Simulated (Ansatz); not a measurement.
# Effective masses and thermopower of SnC (I-4m2)

```yaml
crystal:
  lattice:
    - [0.00000, 2.48349, 2.63330]
    - [2.48349, 0.00000, 2.63330]
    - [2.48349, 2.48349, 0.00000]
  atoms:
    - { symbol: Sn, position: [0.00000, 0.00000, 0.00000] }
    - { symbol: C, position: [0.25000, 0.25000, 0.25000] }
```

All values below come from PBE with spin-orbit coupling, rigid bands (plane waves, PAW; Ansatz, a first-principles code). Condition of this run: uniaxial stress along [001] of -7.5 GPa (compression positive) (the target of the relaxation). How the cell was made: cell and atoms relaxed with PBEsol, then loaded as said.

| Item | Value |
|---|---|
| band gap | 0.56 eV |
| electron conductivity mass (300 K, dilute) | 0.073 (x), 0.073 (y), 0.102 (z) mₑ |
| hole conductivity mass (300 K, dilute) | 0.40 (x), 0.40 (y), 0.56 (z) mₑ |
| effective density of states N_c (300 K) | 5.3e17 cm⁻³ |
| effective density of states N_v (300 K) | 1.8e19 cm⁻³ |
| density-of-states mass, electrons | 0.076 mₑ |
| density-of-states mass, holes | 0.81 mₑ |
| Seebeck coefficient, n-type 1e19 cm⁻³, 300 K | -56 μV/K |
| best n-type power factor at 300 K for τ = 10 fs (best axis; densities from 1e16 to 1e21 cm⁻³ tried, whether or not they can be reached) | 5.0 μW/(cm·K²) at 3e20 cm⁻³ |
| Seebeck coefficient, p-type 1e19 cm⁻³, 300 K | 309 μV/K |
| best p-type power factor at 300 K for τ = 10 fs (best axis; densities from 1e16 to 1e21 cm⁻³ tried, whether or not they can be reached) | 12.1 μW/(cm·K²) at 1e20 cm⁻³ |

Rigid bands; masses and Seebeck coefficients take one relaxation time τ for all states and one kind of carrier; polarons and phonon drag are left out. Geometry: cell and atoms relaxed with PBEsol.

Computed structure with no diffraction record at hand here (it may be known, metastable or hypothetical): SnC (I-4m2).
